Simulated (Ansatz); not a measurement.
**A self-consistent single point of PdPt (R3m, 2 atoms in the cell) with Ansatz (an electronic-structure program)**

Computed with PBEsol, default PAW files made with PBE (plane waves; Ansatz).

Input:

Ansatz 0.2 input:
```yaml
# PdPt
crystal:
  lattice:
    - [1.376483, 0.794712, 4.537565]
    - [-1.376483, 0.794712, 4.537565]
    - [0.000000, -1.589426, 4.537565]
  atoms:
    - { symbol: Pd, position_ang: [0.000000, -0.000000, 0.049999] }
    - { symbol: Pt, position_ang: [0.000000, -0.000001, 6.806347] }
basis:
  ecutwfc: 420.0 eV
kpoints:
  mp_grid: { grid: [14, 14, 14] }
hamiltonian:
  xc: pbesol
  pseudopotentials: { kind: paw }
scf:
  occupations: { method: fermi_dirac, width: 0.1 eV }
output:
  forces: true
  eigenvalues: true
  stress: true
```

Output (repeated stretches shortened):

```
WARN ansatz: RAYON_NUM_THREADS=1 ignored (pool sized by the plan → 1); use --threads N
basis.fft_grid_basis auto: the FFT boxes are laid along the combinations [[1, 0, -1], [0, 1, -1], [0, 0, 1]] of the cell's own vectors, 2.753, 2.753 and 4.808 …
Pseudopotentials: kind: paw
Pseudopotential: Pd, paw, valence charge 18
Pseudopotential: Pt, paw, valence charge 18
Crystal: 2 atoms, lattice volume = 29.782 Å³
Basis set: ecut = 420 eV, 573 PW (Γ), FFT grids on a1−a3, a2−a3, a3, exchange–correlation on 40×40×72 points (8 copies of the dense FFT grid, shifted against one another)
Bands: 22, of which v1, the nominal top of the filled ones, is band 18 counted from 1 (17 counted from 0)
Symmetry: 6 space group operations
Space group: R3m (ITA 160), of the structure as read, at distance tolerance 3.1e-5 Å
k-points: 288 of 2744 (time reversal used)
PAW frozen core: Pd, regenerated for the run's functional, and the local potential with it
PAW frozen core: Pt, regenerated for the run's functional, and the local potential with it
Initial density: superposition of atomic densities (neutral atoms: chi_scale 0, normalization atom), corrected by the library's trained network
Initial wavefunctions: pseudopotential atomic-orbital guess
Eigensolver: davidson
Functional: x = pbesol(κ = 0.804, μ = 0.12345679012345678), c = pbesol(β = 0.046)
SCF iter   1: F=—  HF=-19290.603038 eV  |F-HF|=—  |Δ(HF+E_count)|=         —  Δρ=1.29e-2  dr2=5.36e-2  ethr=1.77e-3  ⟨swp⟩=5.1  Hψ=25882  notcnv=0
all-band conjugate gradients solve this SCF's bands
preconditioner: auto → Kerker (q_TF=auto, 2.816 Å⁻¹)
SCF iter   2: F=—  HF=-19290.596173 eV  |F-HF|=—  |Δ(HF+E_count)|=   6.87e-3  Δρ=5.01e-3  dr2=8.32e-3  ethr=1.49e-4  ⟨swp⟩=1.0  Hψ=8640  notcnv=0
SCF iter   3: F=—  HF=-19290.594681 eV  |F-HF|=—  |Δ(HF+E_count)|=   1.49e-3  Δρ=9.29e-4  dr2=2.57e-4  ethr=2.31e-5  ⟨swp⟩=2.3  Hψ=8670  notcnv=0
SCF iter   4: F=—  HF=-19290.594651 eV  |F-HF|=—  |Δ(HF+E_count)|=   3.00e-5  Δρ=1.87e-4  dr2=9.17e-6  ethr=7.14e-7  ⟨swp⟩=1.9  Hψ=8400  notcnv=0
SCF iter   5: F=—  HF=-19290.594649 eV  |F-HF|=—  |Δ(HF+E_count)|=   1.89e-6  Δρ=3.87e-5  dr2=6.81e-7  ethr=2.55e-8  ⟨swp⟩=1.0  Hψ=6491  notcnv=0
SCF iter   6: F=-19290.594649 eV  HF=-19290.594649 eV  |F-HF|=1.95e-8  |Δ(HF+E_count)|=   5.48e-8  Δρ=9.01e-6  dr2=3.28e-8  ethr=2.78e-10  ⟨swp⟩=4.7  Hψ=23492  notcnv=0
SCF 1 converged in 6 iterations: F = -19290.594649 eV  dr2 = 3.28e-8
SCF converged after 6 iterations
Free energy (F): -19290.594649 eV
Harris-Foulkes:  -19290.594649 eV  (|F-HF|=1.95e-8)
Internal energy: -19290.481912 eV  (E = F + TS)
E sigma→0 (E₀):  -19290.538281 eV
Entropy (-TS):   -0.112737 eV (-56.369 meV/atom)
Fermi energy:    21.493309 eV
--- Per-component energies (eV) ---
  E_band       = -269.511584
  E_kinetic    = 1150.942540
  E_local      = -3211.710500  (includes V_loc(G=0)·N_el)
  E_nonlocal   = 422.135160
  E_hartree    = 1251.646685
  E_xc         = -428.111419
  E_vxc        = -513.707183  (∫ρ·V_xc dr)
  E_paw        = -13001.050670  (= ΣΔE_a)
  E_vpaw       = -620.465437  (= ΣTr[D̂ρ^β])
  E_aug_tail   = 0.000401  (compensation charges beyond the density's cutoff)
  E_ewald      = -5474.923615
  E_core_change = 0.589505  (= ΣΔE_core)
  E_smearing   = -0.112737  (= −TS)
  E_closure    = 0.000000  (closes the sum)
  Σ components = -19290.594649   (vs F -19290.594649, Δ=0.00e0)
--- Forces (eV/Å), atoms counted from 1 ---
  atom   1  Pd     0.00000000     0.00000004    -0.57741579
  atom   2  Pt     0.00000000    -0.00000004     0.57741120
  max |Σ_I F_I| component: 4.59e-6 eV/Å
--- Stress (GPa, compression-positive) ---
       -1.369580       0.000000      -0.000000
        0.000000      -1.369580       0.000000
        0.000000       0.000000      -2.148986
  P = ⅓ Tr σ = -1.6294 GPa (-16.294 kbar)
  The stress holds the Pulay correction. Without it, at fixed plane waves, as pw.x and ABINIT print it: P = -1.6844 GPa
--- Band table (eV; the first three rows and the last of 288) ---
  k-point 0: bands = ["-76.9341", "-62.7031", "-31.0664", "-30.9457", "-30.9457", "-28.4929", "-28.2557", "-28.2557", "12.3953", "15.2721", "17.8823", "17.8823", "18.1481", "18.3908", "18.3908", "20.0680", "20.0680", "21.4958", "21.4958", "21.5897", [...]
  k-point 1: bands = ["-76.9329", "-62.7013", "-31.0631", "-30.9654", "-30.9505", "-28.4919", "-28.2716", "-28.2596", "12.5853", "15.4116", "17.7722", "18.0062", "18.2034", "18.3078", "18.4726", "19.9719", "20.0883", "20.3295", "21.4398", "22.9067", [...]
  k-point 2: bands = ["-76.9294", "-62.6962", "-31.0539", "-31.0203", "-30.9640", "-28.4890", "-28.3160", "-28.2705", "13.1304", "15.7956", "17.4957", "17.9918", "18.3462", "18.4506", "18.7086", "19.3251", "19.7346", "20.1689", "21.2855", "24.3014", [...]
  k-point 287: bands = ["-76.9341", "-62.7032", "-31.0500", "-30.9455", "-30.9455", "-28.5142", "-28.2562", "-28.2562", "13.4560", "15.6214", "17.6880", "18.1477", "18.1632", "18.1632", "18.7724", "18.7724", "20.1484", "20.1484", "20.3990", [...]
```

The run converged in 6 iterations.

The starting cell comes from a database of computed structures (which also holds hypothetical and non-ambient phases and stackings), without a prior relaxation at this level. Its lattice was rescaled by up to half a per cent. One atom was moved a little off its site on purpose. Spin-orbit coupling is off. Spin polarisation is off. Ansatz's pressure includes its estimate of the finite-basis (Pulay) stress.
